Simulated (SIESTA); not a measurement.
**Several settings converged on LaBi₃ (P4mm, 4 atoms in the cell)**

```xyz
4
Lattice="4.9967 0.0000 0.0000 0.0000 4.9967 0.0000 0.0000 0.0000 4.9967" Properties=species:S:1:pos:R:3 pbc="T T T"
La     0.0000     0.0000     0.0500
Bi     2.4984     0.0000     2.4984
Bi     0.0000     2.4984     2.4984
Bi     2.4984     2.4984     0.0000
```

Base method: GGA PBEsol, numerical atomic orbitals TZP, PseudoDojo PBEsol standard norm-conserving potentials (rewritten from UPF to PSML) (SIESTA 5.4.2).

Base settings: XC.functional = GGA; XC.authors = PBEsol; potentials = PseudoDojo PBEsol standard; PAO.BasisSize = TZP; PAO.EnergyShift = 0.01 Ry; MeshCutoff = 350 Ry; kgrid.MonkhorstPack = 3 3 3; OccupationFunction = MP; OccupationMPOrder = 0; ElectronicTemperature = 0.1 eV.

**Shifted k-point meshes**

Only quantities that move along the ladder and can be compared are tabulated.

| kgrid.MonkhorstPack | free energy less the last step's (meV/atom) | pressure (GPa) | largest difference of a force vector from the last step's (eV/Å) |
|---|---|---|---|
| 1 1 1 shifted by 0.5 0.5 0.5 | 1273.18 | 9.67 | 2.684 |
| 3 3 3 shifted by 0.5 0.5 0.5 | 113.14 | 0.52 | 0.069 |
| 5 5 5 shifted by 0.5 0.5 0.5 | -4.96 | -0.81 | 0.011 |
| 7 7 7 shifted by 0.5 0.5 0.5 | 5.47 | -1.09 | 0.001 |
| 13 13 13 shifted by 0.5 0.5 0.5 | 0.00 | -1.02 | 0.000 |

Coarsest kgrid.MonkhorstPack that holds the pressure within 1 GPa of the last step, with all finer ones: 5 5 5 shifted by 0.5 0.5 0.5; the step before is off by 1.5 GPa.

Coarsest kgrid.MonkhorstPack that holds the free energy within 2 meV/atom: not settled: the last two steps still differ by 5.5 meV/atom, over half the tolerance, so the ladder does not show it.

Coarsest kgrid.MonkhorstPack that holds the forces within 0.02 eV/Å of the last step, with all finer ones: 5 5 5 shifted by 0.5 0.5 0.5; the step before is off by 0.069 eV/Å.

**The k-point mesh at a smearing width of 0.05 eV**

In this ladder: ElectronicTemperature = 0.05 eV.

The second cell is the first with its lattice scaled by 0.98.

Only quantities that move along the ladder and can be compared are tabulated.

```tsv
kgrid.MonkhorstPack	free energy less the last step's (meV/atom)	energy of the compressed cell less the first (meV/atom)	pressure (GPa)	largest difference of a force vector from the last step's (eV/Å)
3 3 3	146.30	28.88	0.62	0.011
5 5 5	-0.81	8.00	-1.13	0.022
7 7 7	-6.79	8.44	-1.16	0.009
9 9 9	3.53	8.86	-1.07	0.004
13 13 13	0.00	9.44	-1.07	0.000
```

Coarsest kgrid.MonkhorstPack that holds the pressure within 0.05 GPa of the last step, with all finer ones: 9 9 9; the step before is off by 0.09 GPa.

State of the energy of the compressed cell less the first at the end of the ladder: still drifting one way, by 1.0 meV/atom over the last two steps, so the last step is no safe reference.

Coarsest kgrid.MonkhorstPack that holds the forces within 0.02 eV/Å of the last step, with all finer ones: 7 7 7; the step before is off by 0.022 eV/Å.

On the base run: the starting cell comes from a database of computed structures (which also holds hypothetical and non-ambient phases and stackings), without a prior relaxation at this level. Its lattice was rescaled by up to half a per cent. One atom was moved a little off its site on purpose. Values carry the incompleteness of an atom-centred basis. Without a gap this mesh is coarse (it stands for a supercell whose shortest vector is 15 Å).
